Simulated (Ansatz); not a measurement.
Candidates (primitive cells; geometry: cell and atoms relaxed with PBEsol):
A. Si (Fd-3m), a = b = c = 3.8421 Å, α = β = γ = 60.00°
B. BN (F-43m), a = 2.5492 Å, b = 2.5492 Å, c = 2.5492 Å, α = 60.00°, β = 60.00°, γ = 60.00°
C. BP (F-43m), a = 3.1962 Å, b = 3.1962 Å, c = 3.1962 Å, α = 60.00°, β = 60.00°, γ = 60.00°
D. ScCuO2 (P6_3/mmc), a = b = 3.2032 Å, c = 11.2836 Å, α = β = 90.00°, γ = 120.00°
E. GaP (F-43m), a = b = c = 3.8459 Å, α = β = γ = 60.00°

**Question.** Order them by band gap (highest first) at the level r2SCAN, rigid bands (Ansatz, an electronic-structure program).

**Answer.** B (5.00 eV), D (2.58 eV), E (1.84 eV), C (1.39 eV), A (0.76 eV)

Spin-orbit coupling is left out.

Formula and space group known from diffraction (Crystallography Open Database), not checked to be the room-temperature form: ScCuO2 (P6_3/mmc).
